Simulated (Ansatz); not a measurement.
Levels about the gap of amorphous In9Ga9Zn9O38Ti (66 atoms in a cell of 834 Å³, 5.79 g/cm³; zone centre alone, so wide bands show as single levels with stretches between that a denser mesh fills), at the geometry that PBE relaxed, where it gives 3.4 GPa on a denser mesh. The participation number counts the atoms over which a state spreads; weights are charges in smoothed Voronoi cells. The levels come from a single point, so bond lengths are those of that geometry. Method of the levels: PBE, scalar-relativistic without spin-orbit coupling (Ansatz, a quantum-chemistry and plane-wave program). Sampling: the zone centre alone; Fermi-Dirac width 0.02 eV; no spin polarisation. At PBE the levels at the filled edge of the gap are localised (band-tail or defect states), and the nearest spread-out levels lie 1.3 eV apart at the zone centre.

The cell was made by melting and quenching with the CHGNet potential and then relaxed with DFT. O atoms were pushed apart under 1.9 Å during the dynamics, to hinder bonds among them. The hot cell started wider than the set density and was brought back towards it in steps. It is the lowest in DFT energy of 2 quenches. It is a model cell: composition and starting density were chosen by hand, and all elements were melted together. No dispersion term was used. Its density started from a set value of 5.79 and ended at 5.79 g/cm³. The simulated quench (nominally 260 K/ps over its main leg) is rapid and tends to freeze in more defects than a deposited or slowly cooled glass has. Values belong to this one cell and scatter from quench to quench. The volume was held where the preparation left it and the shape relaxed, at a PBE pressure of 3.4 GPa. Stress components on the final sampling reach 3.5 GPa.

```tsv
E - E(highest filled), eV	filling	participation number	largest on	weight O	weight Ti	weight In	weight Zn
-0.47	filled	15.1	O, 3 neighbours	0.88	0.00	0.01	0.08
-0.42	filled	19.6	O, 4 neighbours	0.87	0.00	0.01	0.10
-0.37	filled	20.6	O, 4 neighbours	0.83	0.00	0.02	0.14
-0.34	filled	22.1	O, 4 neighbours	0.80	0.00	0.01	0.17
-0.18	filled	10.1	O, 3 neighbours	0.88	0.00	0.01	0.09
-0.15	filled	8.9	O, 4 neighbours	0.84	0.00	0.01	0.14
0.00	filled	10.6	O, 4 neighbours	0.78	0.00	0.02	0.19
0.94	empty	59.1	In, 4 neighbours	0.51	0.01	0.23	0.14
3.06	empty	2.3	Ti, 5 neighbours	0.25	0.65	0.04	0.02
3.30	empty	2.3	Ti, 5 neighbours	0.26	0.66	0.04	0.01
3.48	empty	34.2	In, 6 neighbours	0.56	0.03	0.27	0.07
3.61	empty	35.8	Ti, 5 neighbours	0.54	0.08	0.23	0.05
3.74	empty	30.6	Ti, 5 neighbours	0.53	0.09	0.26	0.05
3.89	empty	36.1	Ti, 5 neighbours	0.53	0.08	0.25	0.07
```

Most localised among these is the empty level at +3.30 eV, on a Ti atom, which has 5 neighbours (O 1.78 Å, O 1.82 Å, O 1.94 Å, O 1.94 Å, O 2.16 Å).
